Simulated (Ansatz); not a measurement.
Consider SnSe$_{2}$ in the 2H-MoS2 type structure (space group P6_3/mmc, No. 194; a = 3.833 Å, c = 11.505 Å; a hypothetical phase, not in the database extracts checked; layered, stacked along the Cartesian z axis).

(Cell as relaxed with PBE-D3(BJ).)

Levels (all Ansatz, a quantum-chemistry and plane-wave program, PAW, earlier PAW set): PBE-D3(BJ) (420 eV, scalar-relativistic without spin-orbit coupling); PBEsol-D3(BJ) (420 eV, without spin-orbit coupling).

Each level relaxes its own structure.

| base | PBE-D3(BJ) | PBEsol-D3(BJ) |
|---|---|---|
| volume per atom | 24.40 Å³ | 23.15 Å³ |
| lattice parameter a | 3.833 Å | 3.769 Å |
| band gap | zero | zero |

It is then changed as follows: a hydrostatic pressure of 0.3 GPa.

```json
[
 {"quantity": "lattice parameter a", "PBE-D3(BJ)": "3.826 Å", "PBEsol-D3(BJ)": "?"},
 {"quantity": "c/a ratio", "PBE-D3(BJ)": "3.003", "PBEsol-D3(BJ)": "?"},
 {"quantity": "band gap", "PBE-D3(BJ)": "zero", "PBEsol-D3(BJ)": "?"}
]
```

### Question
What does PBEsol-D3(BJ) give?

### Answer

- lattice parameter a, PBEsol-D3(BJ): 3.763 Å
- c/a ratio, PBEsol-D3(BJ): 2.997
- band gap, PBEsol-D3(BJ): zero

PBE-D3(BJ)'s lattice parameter a lies 0.063 Å above PBEsol-D3(BJ)'s (1.7 %); PBE-D3(BJ)'s c/a ratio lies 0.006 above PBEsol-D3(BJ)'s; the two agree on the band gap. Neither level is exact; PBEsol-D3(BJ) is the comparison here, not a measurement.

Load acts through the strain it causes; cell and atoms are relaxed under it. Whether these cells are dynamically stable was not tested. The final runs are not spin-polarised.
